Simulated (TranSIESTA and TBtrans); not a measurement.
**Si chain with one O atom inserted**

Junction: Si chain with one O atom inserted. Leads: straight Si chain, spacing 2.25 Å. Geometry: 3 atoms about the centre moved by SIESTA (PBE, DZP) to a largest force of 0.04 eV/Å, all others as built, motion along the axis alone.

Method: TranSIESTA and TBtrans, PBE, DZP numerical orbitals (energy shift 0.15 eV), PseudoDojo norm-conserving scalar-relativistic potentials, mesh cutoff 200 Ry, 300 K, spin-polarised (collinear), no spin-orbit coupling; self-consistent non-equilibrium Green functions.

Conductance at 300 K (G0 = 2e²/h): 1.52
Mean T from −0.5 to 0.5 eV: 1.41

Energies count from the leads' Fermi level. Transmissions are for each spin. The energy step is 0.01 eV; narrower resonances are cut or missed.

| E (eV) | T up | T down | lead channels up | down |
|---|---|---|---|---|
| -1.95 | 0 | 0 | 0 | 0 |
| -1.80 | 0 | 0 | 0 | 0 |
| -1.65 | 0 | 0 | 0 | 0 |
| -1.50 | 0 | 0 | 0 | 0 |
| -1.35 | 0 | 0 | 0 | 0 |
| -1.20 | 0.95 | 0.93 | band edge | band edge |
| -1.05 | 1.01 | 1.01 | 3 | 3 |
| -0.90 | 0.96 | 0.96 | 3 | 3 |
| -0.75 | 0.99 | 0.96 | 3 | 3 |
| -0.60 | 1.09 | 1.03 | 3 | 3 |
| -0.45 | 1.25 | 1.17 | 3 | 3 |
| -0.30 | 1.41 | 1.34 | 3 | 3 |
| -0.15 | 1.50 | 1.47 | 3 | 3 |
| 0.00 | 1.52 | 1.53 | 3 | 3 |
| 0.15 | 1.48 | 1.51 | 3 | 3 |
| 0.30 | 1.40 | 1.45 | 3 | 3 |
| 0.45 | 1.32 | 1.37 | 3 | 3 |
| 0.60 | 1.24 | 1.28 | 3 | 3 |
| 0.75 | 1.17 | 1.20 | 3 | 3 |
| 0.90 | 1.11 | 1.13 | 3 | 3 |
| 1.05 | 1.06 | 1.08 | 3 | 3 |
| 1.20 | 1.03 | 1.04 | 3 | 3 |
| 1.35 | 1.00 | 1.01 | 3 | 3 |
| 1.50 | 0.98 | 0.98 | 3 | 3 |
| 1.65 | 0.96 | 0.97 | 3 | 3 |
| 1.80 | 0.94 | 0.95 | 3 | 3 |
| 1.95 | 0.92 | 0.93 | 3 | 3 |

Moments were seeded on the central atoms alone, and one start was tried. The straight chain is held at its spacing; free chains may zigzag or dimerise.
